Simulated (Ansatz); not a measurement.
Here is the system:

```
CELL_PARAMETERS angstrom
     -2.16593     2.16593     2.16593
      2.16593    -2.16593     2.16593
      2.16593     2.16593    -2.16593
ATOMIC_POSITIONS crystal
  C  0.00000 0.25000 0.50000
  C  0.25000 0.50000 0.00000
  C  0.50000 0.00000 0.25000
  C  0.25000 0.25000 0.25000
```

No spin polarisation.

A single point on hypothetical I4_132 C with a change (isotropic strain +5.52 %), its geometry relaxed with PBEsol.

Level of theory: Ansatz (an electronic-structure program) r2SCAN, no spin-orbit coupling. k-mesh 20×20×20 (Γ-centred); smearing 0.1 eV (Fermi–Dirac).

**Question.** Predict the band gap and pressure.

**Answer.** 
```json
{
  "band_gap": "zero",
  "pressure": "-31.8 GPa"
}
```

Single points use the geometry relaxed with PBEsol. Stability against distortions was not tested. The cell was made from C (space group I4_132, No. 214; a hypothetical phase, not in the database extracts checked) by this change: isotropic strain +5.52 %.
